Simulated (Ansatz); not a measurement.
# The (001) surface of zinc-blende GaSb, c(4x4): three mixed Ga-Sb ad-dimers on a full Sb plane (bottom of the slab: anion dimers, one H a dimer)

These are PBE (plane waves to 420 eV, PAW; Ansatz, a program for electronic structure) values and carry that method's errors.

Slab: 82 atoms, 15.5 Å thick at the start with caps and adatoms; k 2x3x1, smearing 0.025 eV, dipole-corrected; 16 atoms held, the rest relaxed; no symmetry held; no spin, no spin-orbit, no U. It is one candidate, not shown to be the stable structure of the face.

```json
{
 "gap_of_the_slab_on_its_k_mesh": "0.61 eV",
 "highest_filled_level_below_the_top_vacuum_level": "4.44 eV",
 "energy_released_by_relaxation": "3.83 eV"
}
```
